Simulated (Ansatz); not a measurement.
Worked example: self-consistent single point of Ag₃Pd (I4/mmm, 4 atoms in the cell) in Ansatz (a program for electronic structure).

Level of theory: LDA (PW92), PAW files made with PBE (plane waves; Ansatz).

The change in words: lattice scaled by 0.98. Reference geometry:
```
Ag3Pd
1.0
   -2.03443     2.03443     4.02046
    2.03443    -2.03443     4.02046
    2.03443     2.03443    -4.02046
Ag Pd
3 1
Cartesian
  0.00000   2.03442   2.01023
  2.03443   0.00000   2.01023
  0.00000   0.00000   4.02046
  0.00000   0.00000   0.00000
```

Reference input (self-consistent single point, DFT, LDA (PW92), plane waves, PAW files made with PBE): kpoints.mp_grid.grid = 9 9 9; hamiltonian.xc = lda; hamiltonian.pseudopotentials = {kind: paw} (the program's default PAW files); scf.occupations.method = fermi_dirac; scf.occupations.width = 0.136 eV. This run's input differs from it in these lines:

```diff
@@ -3,9 +3,9 @@
   lattice:
-    - [-2.03442500, 2.03442500, 4.02045500]
-    - [2.03442500, -2.03442500, 4.02045500]
-    - [2.03442500, 2.03442500, -4.02045500]
+    - [-1.99373600, 1.99373600, 3.94004600]
+    - [1.99373600, -1.99373600, 3.94004600]
+    - [1.99373600, 1.99373600, -3.94004600]
   atoms:
-    - { symbol: Ag, position_ang: [0.00000000, 2.03442500, 2.01022750] }
-    - { symbol: Ag, position_ang: [2.03442500, 0.00000000, 2.01022750] }
-    - { symbol: Ag, position_ang: [0.00000000, 0.00000000, 4.02045500] }
+    - { symbol: Ag, position_ang: [0.00000000, 1.99373600, 1.97002300] }
+    - { symbol: Ag, position_ang: [1.99373600, 0.00000000, 1.97002300] }
+    - { symbol: Ag, position_ang: [0.00000000, 0.00000000, 3.94004600] }
     - { symbol: Pd, position_ang: [0.00000000, 0.00000000, 0.00000000] }
```

Output (repeated stretches shortened):

```
SCF iter   1: F=—  HF=-29224.768074 eV  |F-HF|=—  |Δ(HF+E_count)|=         —  Δρ=1.97e-1  dr2=3.65e1  ethr=3.10e-3  ⟨swp⟩=5.4  Hψ=10668  notcnv=0  defer=12
all-band conjugate gradients solve this SCF's bands
preconditioner: auto → Kerker (q_TF=auto, 2.811 Å⁻¹)
SCF iter   2: F=—  HF=-29220.857989 eV  |F-HF|=—  |Δ(HF+E_count)|=    3.91e0  Δρ=9.50e-2  dr2=9.50e0  ethr=3.10e-3  ⟨swp⟩=2.0  Hψ=6402  notcnv=0  defer=81
   [... lines left out ...]
SCF iter   6: F=—  HF=-29219.456023 eV  |F-HF|=—  |Δ(HF+E_count)|=   3.22e-4  Δρ=3.64e-4  dr2=1.23e-4  ethr=1.37e-6  ⟨swp⟩=2.5  Hψ=5522  notcnv=0  defer=85
SCF iter   7: F=—  HF=-29219.455988 eV  |F-HF|=—  |Δ(HF+E_count)|=   3.43e-5  Δρ=1.23e-4  dr2=1.15e-5  ethr=1.64e-7  ⟨swp⟩=2.1  Hψ=4891  notcnv=0  defer=85
SCF iter   8: F=—  HF=-29219.455990 eV  |F-HF|=—  |Δ(HF+E_count)|=   1.34e-6  Δρ=3.67e-5  dr2=1.27e-6  ethr=1.54e-8  ⟨swp⟩=2.1  Hψ=5167  notcnv=0  defer=85
SCF iter   9: F=-29219.455989 eV  HF=-29219.455989 eV  |F-HF|=5.01e-8  |Δ(HF+E_count)|=   4.07e-7  Δρ=8.85e-6  dr2=7.61e-8  ethr=1.33e-10  ⟨swp⟩=8.6  Hψ=14749  notcnv=0
SCF 1 converged in 9 iterations: F = -29219.455989 eV  dr2 = 7.61e-8
Free energy (F): -29219.455989 eV
Internal energy: -29219.387318 eV  (E = F + TS)
E sigma→0 (E₀):  -29219.421654 eV
Entropy (-TS):   -0.068671 eV (-17.168 meV/atom)
Fermi energy:    18.364963 eV
--- Forces (eV/Å), atoms counted from 1 ---
  atom   1  Ag     0.00000000    -0.00000000     0.00000000
   [... zero for the other atoms too ...]
--- Stress (GPa, compression-positive) ---
       -1.724795       0.000000       0.000000
        0.000000      -1.724795       0.000000
        0.000000       0.000000      -1.899336
  P = ⅓ Tr σ = -1.7830 GPa (-17.830 kbar)
  The stress holds the Pulay correction. Without it, at fixed plane waves, as pw.x and ABINIT print it: P = -1.8357 GPa
```

The run converged in 9 iterations. Against the reference run the free energy drops by 35.6 meV/atom and the pressure goes from -9.34 to -1.78 GPa.

The starting cell comes from a database of computed structures (which also holds hypothetical and non-ambient phases and stackings), without a prior relaxation at this level. For this run, on top of that: lattice scaled by 0.98. Spin polarisation is off. Ansatz's pressure includes its estimate of the finite-basis (Pulay) stress.

Keys are those of Ansatz 0.2.
